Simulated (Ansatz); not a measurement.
Habitual settings against a tight run: K₂NaScBr₆ (Fm-3m, 10 atoms in the cell)

Self-consistent single point.

```yaml
crystal:
  lattice:
    - [0.00000, 5.44839, 5.44839]
    - [5.44839, 0.00000, 5.44839]
    - [5.44839, 5.44839, 0.00000]
  atoms:
    - { symbol: K, position: [0.75000, 0.75000, 0.75000] }
    - { symbol: K, position: [0.25000, 0.25000, 0.25000] }
    - { symbol: Na, position: [0.50000, 0.50000, 0.50000] }
    - { symbol: Sc, position: [0.00000, 0.00000, 0.00000] }
    - { symbol: Br, position: [0.76086, 0.23914, 0.23914] }
    - { symbol: Br, position: [0.23914, 0.76086, 0.76086] }
    - { symbol: Br, position: [0.23914, 0.76086, 0.23914] }
    - { symbol: Br, position: [0.76086, 0.23914, 0.76086] }
    - { symbol: Br, position: [0.23914, 0.23914, 0.76086] }
    - { symbol: Br, position: [0.76086, 0.76086, 0.23914] }
```

Method of the run: PBEsol, default PAW files made with PBE (plane waves; Ansatz, a quantum-chemistry and plane-wave program).

Base settings: basis.ecutwfc = 420 eV; kpoints.mp_grid.grid = 4 4 4; hamiltonian.xc = pbesol; hamiltonian.pseudopotentials = {kind: paw} (the program's default PAW files); scf.occupations.method = fixed.

Tight run (finer mesh or higher cutoff; not a proven limit): basis.ecutwfc: 420 eV → 590 eV; kpoints.mp_grid.grid: 4 4 4 → 6 6 6; scf.convergence.dr2_threshold: default (1e-07 eV) → 1e-09 eV. It gave top of the valence band (on the code's own zero) 2.03 eV; gap on the k-point mesh 3.16 eV; pressure -0.07 GPa; largest force (vector length) 0.103 eV/Å.

Quick runs, as changes from the base:
- A: the base itself
- B: basis.ecutwfc: 420 eV → 250 eV; kpoints.mp_grid.grid: 4 4 4 → 6 6 6; hamiltonian.xc: pbesol → lda; scf.occupations.method: fixed → fermi_dirac; scf.occupations.width: default → 0.2 eV; scf.convergence.dr2_threshold: default (1e-07 eV) → 0.0001 eV [LDA (PW92)]
- C: basis.ecutwfc: 420 eV → 335 eV; kpoints.mp_grid.grid: 4 4 4 → 6 6 6
- D: basis.ecutwfc: 420 eV → 250 eV; kpoints.mp_grid.grid: 4 4 4 → 3 3 3

Dashes: energy of B, another energy zero.

Gaps are read on each run's own mesh, which may miss the band edges.

† marks runs with another functional, U, potentials or spin treatment: their distance from the tight run is not a convergence error alone.

The count of work is k-points × plane waves × bands × iterations; it is no time. 

Pressures in the table are Ansatz's without its Pulay estimate, at a fixed set of plane waves; the tight run's value above holds the estimate.

The starting cell comes from a database of computed structures (which also holds hypothetical and non-ambient phases and stackings), without a prior relaxation at this level. Its lattice was rescaled by a random factor within 2.5 % of one.

```
run  energy less tight (meV/atom)  pressure less tight (GPa)  largest miss in a force vector (eV/Å)  gap on the mesh less tight (eV)  count of work / tight
---  ----------------------------  -------------------------  -------------------------------------  -------------------------------  ---------------------
A                             0.7                      -0.01                                  0.000                            0.000                   0.26
B†                              –                      -8.63                                  0.050                           -0.094                   0.22
C                             4.1                      -0.23                                  0.001                            0.000                   0.38
D                           211.9                      -6.75                                  0.017                            0.004                  0.060
```

Among the runs at the tight run's level, the energy misses run from 0.7 to 211.9 meV/atom.

Left out of this page: 2 runs of the series with a known weakness of the program.

Keys are those of Ansatz 0.2.
